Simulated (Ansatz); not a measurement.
# Several settings converged on a (110) slab of Cu (cut from a parent of space group no. 139; 5 atoms in the cell)

```yaml
crystal:
  lattice:
    - [2.47009, 0.00000, 0.00000]
    - [-3.42864, 2.27652, 0.00000]
    - [0.00000, 0.00000, 22.23119]
  atoms:
    - { symbol: Cu, position: [0.00000, 0.75000, 0.31487] }
    - { symbol: Cu, position: [0.00000, 0.25000, 0.40744] }
    - { symbol: Cu, position: [0.00000, 0.75000, 0.50000] }
    - { symbol: Cu, position: [0.00000, 0.25000, 0.59256] }
    - { symbol: Cu, position: [0.00000, 0.75000, 0.68513] }
```

Base method: LDA (PW92), default PAW files made with PBE (plane waves; Ansatz, a quantum-chemistry and plane-wave program).

Base settings: basis.ecutwfc = 420 eV; kpoints.mp_grid.grid = 15 15 1; hamiltonian.xc = lda; hamiltonian.pseudopotentials = {kind: paw} (the program's default PAW files); scf.occupations.method = gaussian; scf.occupations.width = 0.1 eV.

The count of work is k-points × plane waves × bands × iterations; it is no time. Core times come from one kind of shared machine, to one figure; runs under 30 s give none.

**The vacuum**

The mesh stays at the base's, so the ladder's end is converged at best in this setting alone.

Only quantities that move along the ladder and can be compared are tabulated.

| vacuum between outermost atoms (Å) | free energy less the last step's (meV/atom) | largest difference of a force vector from the last step's (eV/Å) | count of work / last |
|---|---|---|---|
| 3.0 | -110.42 | 0.637 | 0.26 |
| 4.0 | -29.93 | 0.184 | 0.32 |
| 5.0 | -7.47 | 0.021 | 0.35 |
| 6.0 | -2.16 | 0.006 | 0.37 |
| 7.0 | -0.65 | 0.002 | 0.40 |
| 8.0 | -0.19 | 0.001 | 0.43 |
| 10.0 | -0.02 | 0.000 | 0.47 |
| 12.0 | 0.00 | 0.000 | 0.53 |
| 14.0 | 0.00 | 0.000 | 0.58 |
| 17.0 | 0.00 | 0.000 | 0.66 |
| 20.0 | 0.00 | 0.000 | 0.82 |
| 25.0 | -0.02 | 0.000 | 0.88 |
| 30.0 | 0.00 | 0.000 | 1.0 |

Smallest vacuum between outermost atoms (Å) that holds the forces within 0.005 eV/Å of the last step, with all finer ones: 7.0, at 0.40 of the last step's count of work; the step before is off by 0.006 eV/Å.

Smallest vacuum between outermost atoms (Å) that holds the free energy within 5 meV/atom of the last step, with all finer ones: 6.0, at 0.37 of the last step's count of work; the step before is off by 7.5 meV/atom.

**The plane-wave cutoff**

The mesh stays at the base's, so the ladder's end is converged at best in this setting alone.

Only quantities that move along the ladder and can be compared are tabulated.

```tsv
basis.ecutwfc	free energy less the last step's (meV/atom)	largest difference of a force vector from the last step's (eV/Å)	count of work / last	core time / last (rough)
210 eV	10835.55	0.086	0.13	–
250 eV	2528.60	0.081	0.18	–
295 eV	388.10	0.070	0.23	–
355 eV	15.30	0.006	0.27	–
420 eV	2.17	0.001	0.36	–
505 eV	0.59	0.001	0.47	0.5
630 eV	0.21	0.000	0.64	0.7
840 eV	0.00	0.000	1.0	1
```

Coarsest basis.ecutwfc that holds the free energy within 0.5 meV/atom of the last step, with all finer ones: 630 eV; the step before is off by 0.59 meV/atom.

Coarsest basis.ecutwfc that holds the forces within 0.02 eV/Å of the last step, with all finer ones: 355 eV, at 0.27 of the last step's count of work; the step before is off by 0.070 eV/Å.

**The depth of the slab**

On the (110) slab of Cu (cut from a parent of space group no. 139; 1 atoms in the cell), and deeper slabs.

Surface energy = (E_slab − N e_bulk)/2A, with e_bulk from the bulk crystal on its finest mesh (2393 k-points); errors per atom of slab and bulk, whose meshes differ, grow with N. The bulk cell stands at -9.2 GPa at this level, so the slab is strained in the plane.

The mesh stays at the base's, so the ladder's end is converged at best in this setting alone.

Only quantities that move along the ladder and can be compared are tabulated.

| atoms | unrelaxed surface energy (J/m²) | count of work / last | core time / last (rough) |
|---|---|---|---|
| 1 | 1.660 | 0.017 | – |
| 2 | 1.843 | 0.036 | – |
| 3 | 1.847 | 0.071 | – |
| 4 | 1.834 | 0.12 | – |
| 5 | 1.849 | 0.18 | – |
| 7 | 1.828 | 0.32 | 0.3 |
| 8 | 1.823 | 0.40 | 0.4 |
| 9 | 1.832 | 0.48 | 0.4 |
| 11 | 1.823 | 0.67 | 0.7 |
| 14 | 1.826 | 1.0 | 1 |

Smallest size that holds the unrelaxed surface energy within 0.05 J/m² of the last step, with all finer ones: 2, at 0.036 of the last step's count of work; the step before is off by 0.17 J/m².

On the base run: the starting cell comes from a database of computed structures (which also holds hypothetical and non-ambient phases and stackings), without a prior relaxation at this level. The slab is cut from that crystal, and its faces are unrelaxed. Its lattice was rescaled by up to half a per cent. Spin polarisation is off.

Left out of this page: 1 run of the series outside the window shown, repeating another row's setting, or not comparable.

Keys are those of Ansatz 0.2.
